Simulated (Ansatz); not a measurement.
# A computed series for RhSi: response to strain

The parent structure is RhSi (space group Pnma, No. 62; a = 5.5372 Å, b = 3.0610 Å, c = 6.3690 Å; a cell from a computed database, its experimental status unchecked). Axes: x, y, z lie along a, b, c of the conventional cell.

Strains are applied to the cell and any free atomic positions relax; under biaxial strain the out-of-plane vector relaxes too.

Method: Kohn–Sham DFT with the PBEsol functional, run in Ansatz (an electronic-structure program) with PAW and 420 eV plane waves, scalar-relativistic without spin-orbit coupling.

Notes on the quantities. pressure: mean of the normal stresses, compression positive.

| case | space group | pressure | shortest interatomic distance |
|---|---|---|---|
| base | Pnma (No. 62) | 0.0 GPa | 2.409 Å |
| biaxial strain −4.56 %, plane normal [001], relaxed out of plane | Pnma (No. 62) | 11.5 GPa | 2.366 Å |
| biaxial strain −4.55 %, plane normal [001], relaxed out of plane | Pnma (No. 62) | 11.5 GPa | 2.366 Å |
| isotropic strain −4.14 % | Pnma (No. 62) | 38.2 GPa | 2.320 Å |
| isotropic strain −3.00 % | Pnma (No. 62) | 25.3 GPa | 2.345 Å |
| isotropic strain −0.29 % | Pnma (No. 62) | 2.0 GPa | 2.402 Å |
| tensor shear ε_xy = +3.93 % | P2_1/c (No. 14) | 1.2 GPa | 2.373 Å |
| tensor shear ε_yz = +0.71 % | P2_1/c (No. 14) | 0.0 GPa | 2.403 Å |

No phonon test of stability was made. The final runs are not spin-polarised.
